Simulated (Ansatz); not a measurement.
Abridged Ansatz (an electronic-structure program) output:

```
Relaxation: its limit of steps is 50 (relax.max_steps)
Pseudopotential: Nb, paw, valence charge 13
Pseudopotential: As, paw, valence charge 15
Crystal: 4 atoms, lattice volume = 80.577 Å³
Basis set: ecut = 420 eV, 1569 PW (Γ), exchange–correlation on 90×90×90 points (8 copies of the dense FFT grid, shifted against one another)
Bands: 34, of which v1, the nominal top of the filled ones, is band 28 counted from 1 (27 counted from 0)
Symmetry: 8 space group operations
k-points: 936 of 12167 (time reversal used)
Functional: x = pbe(κ = 0.804, μ = 0.2195149727645171), c = pbe(β = 0.06672455060314922)
SCF iter   1: F=—  HF=-18819.082043 eV  |F-HF|=—  |Δ(HF+E_count)|=         —  Δρ=5.83e-3  dr2=1.68e-2  ethr=1.77e-3  ⟨swp⟩=5.6  Hψ=126484  notcnv=0
SCF iter   2: F=—  HF=-18819.083454 eV  |F-HF|=—  |Δ(HF+E_count)|=   1.41e-3  Δρ=3.49e-3  dr2=5.96e-3  ethr=3.00e-5  ⟨swp⟩=1.0  Hψ=39595  notcnv=0
SCF 1 converged in 9 iterations: F = -18819.084651 eV  dr2 = 9.41e-11
relax step   1: F+E_penalty+E_count = -18819.08465135 eV  Δ(F+E_penalty+E_count) = +0.000e0 eV  max|allowed force component| = 5.232e-2 eV/Å  Δτ_max = 0.0000 Å  (9 SCF iters, accepted)
Crystal: 4 atoms, lattice volume = 80.577 Å³
SCF iter   1: F=—  HF=-18819.084742 eV  |F-HF|=—  |Δ(HF+E_count)|=         —  Δρ=5.67e-4  dr2=1.51e-4  ethr=2.51e-7  ⟨swp⟩=2.0  Hψ=95811  notcnv=0
SCF iter   2: F=—  HF=-18819.084736 eV  |F-HF|=—  |Δ(HF+E_count)|=   6.98e-6  Δρ=3.52e-4  dr2=6.41e-5  ethr=2.51e-7  ⟨swp⟩=1.0  Hψ=31824  notcnv=0
SCF 2 converged in 7 iterations: F = -18819.084694 eV  dr2 = 4.32e-11
relax step   2: F+E_penalty+E_count = -18819.08469404 eV  Δ(F+E_penalty+E_count) = -4.269e-5 eV  max|allowed force component| = 4.981e-2 eV/Å  Δτ_max = 0.0073 Å  (7 SCF iters, accepted)
Crystal: 4 atoms, lattice volume = 80.577 Å³
SCF iter   1: F=—  HF=-18819.085085 eV  |F-HF|=—  |Δ(HF+E_count)|=         —  Δρ=2.72e-4  dr2=3.47e-5  ethr=6.25e-7  ⟨swp⟩=2.7  Hψ=62574  notcnv=0
SCF iter   2: F=—  HF=-18819.085085 eV  |F-HF|=—  |Δ(HF+E_count)|=   8.57e-7  Δρ=1.69e-4  dr2=1.48e-5  ethr=6.19e-8  ⟨swp⟩=1.0  Hψ=39312  notcnv=0
SCF 3 converged in 6 iterations: F = -18819.085048 eV  dr2 = 2.26e-10
relax step   3: F+E_penalty+E_count = -18819.08504761 eV  Δ(F+E_penalty+E_count) = -3.536e-4 eV  max|allowed force component| = 3.964e-4 eV/Å  Δτ_max = 0.0035 Å  (6 SCF iters, accepted)
SCF converged after 6 iterations
Free energy (F): -18819.085048 eV
Internal energy: -18819.047086 eV  (E = F + TS)
E sigma→0 (E₀):  -18819.066067 eV
Entropy (-TS):   -0.037962 eV (-9.490 meV/atom)
Fermi energy:    13.624112 eV
--- Forces (eV/Å), atoms counted from 1 ---
  atom   1  Nb    -0.00000000    -0.00000000    -0.00039611
  atom   2  Nb     0.00000000     0.00000000    -0.00039611
  atom   3  As    -0.00000000     0.00000000     0.00039669
  atom   4  As     0.00000000     0.00000000     0.00039669
--- Stress (GPa, compression-positive) ---
      -16.455227       0.000000      -0.000000
        0.000000     -16.455227       0.000000
       -0.000000       0.000000     -14.032990
  P = ⅓ Tr σ = -15.6478 GPa (-156.478 kbar)
--- Relaxed structure (3 steps of the walk, 3 accepted, 0 SCFs on fresh bases) ---
  atoms:
    - { symbol: Nb, position: [0.9992008836134166, 0.9992008836134166, 1.1587734999245432e-33] }
    - { symbol: Nb, position: [0.7492008836134165, 0.24920088361341647, 0.5000000000000001] }
    - { symbol: As, position: [0.4167991163865836, 0.4167991163865836, 6.408117062619966e-34] }
    - { symbol: As, position: [0.16679911638658354, 0.6667991163865837, 0.5] }
```

### Question
What was computed, and what are the main results?

### Answer
NbAs, 4 atoms in the cell, with Ansatz, PBE, PAW, cutoff 420 eV, no spin-orbit coupling. The last SCF converged to F = -18819.085048 eV, or -4704.7713 eV per atom, at a pressure of -15.65 GPa. The total energy compares only with runs of the same code, potentials and settings.

The cells carry an imposed strain or load. No phonon test of stability was made. The final runs are not spin-polarised. The cell was made from NbAs (space group I4_1md, No. 109) by this change: isotropic strain +4.36 %.

Keys are those of Ansatz 0.2.
